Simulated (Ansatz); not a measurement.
The reference is PbTe in the rock salt structure (space group Fm-3m, No. 225; a = 6.3796 Å). Axes: x, y, z lie along the cube axes.

Perturbation: compressive biaxial strain of 1.25 % in the plane normal to [111], as in epitaxy on a mismatched substrate; the out-of-plane cell vector and the atoms relax.

Computed with plane-wave PAW DFT at the LDA level (Ansatz, a first-principles code, 420 eV), without spin-orbit coupling.

Give the band edges at the high-symmetry points of the new zone, measured from its valence-band maximum.


```csv
point,valence edge (eV),conduction edge (eV)
Γ,-1.57,3.90
T,0.00,0.55
H₂,-0.55,1.40
H₀,-0.55,1.40
L,-0.17,0.35
S₀,-2.40,3.35
S₂,-2.40,3.35
F,-3.12,2.95
```

The gap is 0.35 eV, indirect, T → L.

Spin-orbit coupling, missing from the scalar runs, can matter with Pb and Te. Whether these cells are dynamically stable was not tested. Labels are those of the standard path for the cell's own space group.
